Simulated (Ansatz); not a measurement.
BN under load (space group F-43m), r2SCAN, rigid bands in Ansatz (an electronic-structure program). Condition of this run: hydrostatic pressure of 36 GPa (compression positive) (the target of the relaxation). Band gap 5.11 eV, N_c = 2.04e19 cm⁻³ and N_v = 8.02e19 cm⁻³ at 300 K, conductivity masses of 0.373 mₑ (electrons) and 0.667 mₑ (holes). Take k_BT = 0.02585 eV.

Q: Find the intrinsic carrier density and the intrinsic Fermi level.

A: n_i = √(N_c N_v) exp(−E_g/2k_BT) = 4.04e19 × exp(−98.83) = 4.8e-24 cm⁻³. The level lies (k_BT/2) ln(N_v/N_c) = 18 meV from mid-gap (positive towards the conduction band). Each 0.1 eV added to the gap lowers n_i by a factor of 6.9.

Q: What thermal injection velocity √(2k_BT/πm) limits a ballistic channel?

A: 8.81e6 cm/s for electrons and 6.59e6 cm/s for holes, a ratio of √(m_h/m_e) = 1.34, for dilute carriers.

Q: A film of it is 2 nm thick. Estimate the confinement energies in an infinite well.

A: ħ²π²/(2m t²) = 0.376 eV·nm²/(m/mₑ × t²) gives 252 meV for electrons and 141 meV for holes, so the gap would widen to about 5.50 eV. Finite barriers and nonparabolic bands lower this, and with several valleys or bands the heaviest mass along the normal sets the lowest level, not this average.

Rigid bands with the computed gap; masses take one relaxation time for all states. Spin-orbit coupling is left out. Geometry: cell and atoms relaxed with PBEsol.
